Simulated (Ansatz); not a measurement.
For BiTe (Fm-3m, No. 225, 2 atoms in the cell; start mp-567362; a measured phase of this formula has another space group), PBE-D3(BJ) (Ansatz, a quantum-chemistry and plane-wave program, PAW) gives:

- lattice constant a: 6.407 Å
- cohesive energy: 3.00 eV/atom

Problem. What does r²SCAN+rVV10 in Ansatz (PAW) give for the same quantities?

Solution. 
- lattice constant a: 6.432 Å (rises by 0.4 %)
- cohesive energy: 2.59 eV/atom (drops by 0.41 eV/atom)

Changes are worked out from the printed values.

Unless a cell is named, each level is at its own relaxed cell (PBE-D3(BJ) 32.87, r²SCAN+rVV10 33.26 Å³/atom).

Levels without +SOC leave out spin–orbit coupling, which shifts energies and cells of such heavy elements.

Caveats: the relaxation could not lower the start's symmetry, so the cell can be a saddle point above a distorted one (PBE-D3(BJ), r²SCAN+rVV10). Ansatz's density-functional and Hartree–Fock values are scalar-relativistic unless marked +SOC, with PAW data made under PBE.

A start named mp-… is a Materials Project structure, which need not be a measured phase.
